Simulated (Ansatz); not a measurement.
## Effect of tensor shear ε_xy = +2.00 % on BeTe

Start from BeTe in the zinc blende structure (space group F-43m, No. 216; a = 5.604 Å). Axes: x, y, z lie along the cube axes.

Now apply this change: tensor shear ε_xy = +2.00 % (engineering shear γ = 0.0400); the atoms relax in the strained cell.

Method: PBEsol/PAW in Ansatz (a program for electronic structure), no spin-orbit coupling. Settings: 10×10×10 k-points, 0.05 eV Fermi–Dirac smearing.

The space group changes from F-43m (No. 216) to Imm2 (No. 44) and the energy goes up by 5.6 meV/atom. The band gap drops by 0.262 eV to 1.57 eV and the gap character amounts to indirect, Γ → X. The smallest direct gap decreases by 0.39 eV, from 3.61 eV to 3.22 eV and the valence-band top at Γ (three highest levels, from the VBM) changes from 0.00, 0.00, 0.00 eV to 0.00, -0.19, -0.33 eV. The largest internal atomic displacement amounts to 0.014 Å and the stress (xx, yy, zz, yz, xz, xy; compression positive) amounts to (0.10, 0.10, -0.01, 0.00, 0.00, -2.03) GPa.

Cost of the whole job for the changed cell (relaxation, final SCF and bands): roughly 60 core-seconds.

Spin-orbit coupling, missing from the scalar runs, can matter with Te. Stability against distortions was not tested. Labels are those of the standard path for the cell's own space group.
